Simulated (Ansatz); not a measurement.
The starting structures come from a database of crystals and need not be the phases stable at ambient conditions.

The decay constant κ of evanescent states in the gap governs leakage through a thin film.

Consider the following.

```
MgS
1.0
    3.68318     0.00000     0.00000
   -1.84159     3.18973     0.00000
    1.84159     1.06324     3.00730
Mg S
1 1
Cartesian
  0.00000   0.00000   0.00000
  3.68318   2.12648   1.50365
```

The cell is taken as given.

Transport runs along the normal of the first two printed cell vectors, the (111) plane of the conventional cell.

The gap is the functional's own, uncorrected, and κ follows it; spin-orbit coupling is left out. Mid-gap means the computed energy nearest the middle.

### Question
Estimate the band gap and the smallest decay constant κ at mid-gap that r2SCAN (Ansatz, a program for electronic structure) returns for this system.

### Answer
Gap 3.46 eV on a 12×12×12 mesh; κ = 0.243 1/Å, at the zone centre.
